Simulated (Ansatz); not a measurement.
Defect: interstitial Na in rock-salt MgO, charge state +1. The step: a concerted move, in which Na travels most; the atom moves 2.11 Å along (0.00, 0.00, -0.50) of the unit cell; the moving atom starts with neighbours 4 Mg at 2.20; 4 O at 1.98 Å and ends with 4 Mg at 2.20; 4 O at 1.98 Å. A PBE band in Ansatz (plane-wave PAW, the Γ point alone, 64 host sites, 52 SCF runs with any check of the saddle's order, static, no finite-size correction) gives a forward barrier of 0.57 eV. The saddle point's order was not checked, and it lies on a symmetry element of the cell, where a band can be held. The charge state is imposed; whether it is stable for some Fermi level was not computed. Sites that were not tried may lie lower.

Single points at the band's start and saddle point can refine it. Rough cost of one point, in units of the band's mean SCF on the same machine:

| Level | Cost of one point |
|---|---|
| PBE, a 2×2×2 k-point mesh shifted by half a step | about 8 |
| r2SCAN at 500 eV, the Γ point alone | about 3 |

**Question.** Which of these move the barrier by more than 0.1 eV, and how far does each move it?

**Answer.** Not one does. PBE, a 2×2×2 k-point mesh shifted by half a step: +0.02 eV; r2SCAN at 500 eV, the Γ point alone: +0.01 eV. Each functional is compared with PBE at the same k-points.

Ansatz is a first-principles code.
